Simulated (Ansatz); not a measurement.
SrO under load (space group Fm-3m), r2SCAN, rigid bands in Ansatz (a quantum-chemistry and plane-wave program). Condition of this run: hydrostatic pressure of -1.8 GPa (compression positive) (the target of the relaxation). Band gap 3.80 eV, N_c = 3.16e19 cm⁻³ and N_v = 2.77e20 cm⁻³ at 300 K, conductivity masses of 0.521 mₑ (electrons) and 1.42 mₑ (holes). Take k_BT = 0.02585 eV.

### Question
Find the intrinsic carrier density and the intrinsic Fermi level.

### Answer
n_i = √(N_c N_v) exp(−E_g/2k_BT) = 9.36e19 × exp(−73.50) = 1.1e-12 cm⁻³. The level lies (k_BT/2) ln(N_v/N_c) = 28 meV from mid-gap (positive towards the conduction band). Each 0.1 eV added to the gap lowers n_i by a factor of 6.9.

### Question
What thermal injection velocity √(2k_BT/πm) limits a ballistic channel?

### Answer
7.45e6 cm/s for electrons and 4.51e6 cm/s for holes, a ratio of √(m_h/m_e) = 1.65, for dilute carriers.

### Question
A film of it is 5 nm thick. Estimate the confinement energies in an infinite well.

### Answer
ħ²π²/(2m t²) = 0.376 eV·nm²/(m/mₑ × t²) gives 28.9 meV for electrons and 10.6 meV for holes, so the gap would widen to about 3.84 eV. Finite barriers and nonparabolic bands lower this, and with several valleys or bands the heaviest mass along the normal sets the lowest level, not this average.

Rigid bands with the computed gap; masses take one relaxation time for all states. Spin-orbit coupling is left out; where it splits the top of the valence band, N_v and the p-type Seebeck coefficient come out somewhat high without it. Geometry: cell and atoms relaxed with PBEsol.
